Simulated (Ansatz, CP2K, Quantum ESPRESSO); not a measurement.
## Cl2 (Cmce, 4 atoms in the cell) computed with different codes at matched settings

Zone-centre phonon calculation.

```xyz
4
Lattice="3.2325 -2.0375 0.0000 3.2325 2.0375 0.0000 0.0000 0.0000 8.3209" Properties=species:S:1:pos:R:3 pbc="T T T"
Cl     3.2325    -1.5708     5.0321
Cl     3.2325     1.5708     3.2888
Cl     3.2325    -0.4667     0.8716
Cl     3.2325     0.4667     7.4493
```

Shared settings, as Ansatz (a program for electronic structure) writes them: kpoints.mp_grid.grid = 9 9 4; scf.occupations.method = fermi_dirac; scf.occupations.width = 0.05 eV. Potentials and cutoffs stand in the table.

| code | model | highest zone-centre frequency (cm⁻¹) | cutoff |
|---|---|---|---|
| CP2K | LDA (Pade form), GPW, DZVP-MOLOPT-SR-GTH basis, GTH-PADE potentials (GTH_POTENTIALS) | 547 | grid 400 Ry |
| Quantum ESPRESSO | LDA (PZ), GBRV 1.5 ultrasoft (LDA) pseudopotentials | 542 | 40 Ry |
| Ansatz | LDA (PW92), PAW files made with PBE | 540 | 420 eV |

The spread over the programs that give each value: highest zone-centre frequency within 7.0 cm⁻¹.

CP2K uses small atom-centred bases, whose incompleteness enters pressures, forces and empty levels differently from a plane-wave cutoff. The same LDA comes in different parametrisations, which differ slightly.

The starting cell comes from a database of computed structures (which also holds hypothetical and non-ambient phases and stackings), without a prior relaxation at this level. Its lattice was rescaled by a random factor within 2.5 % of one.

Keys are those of Ansatz 0.2.
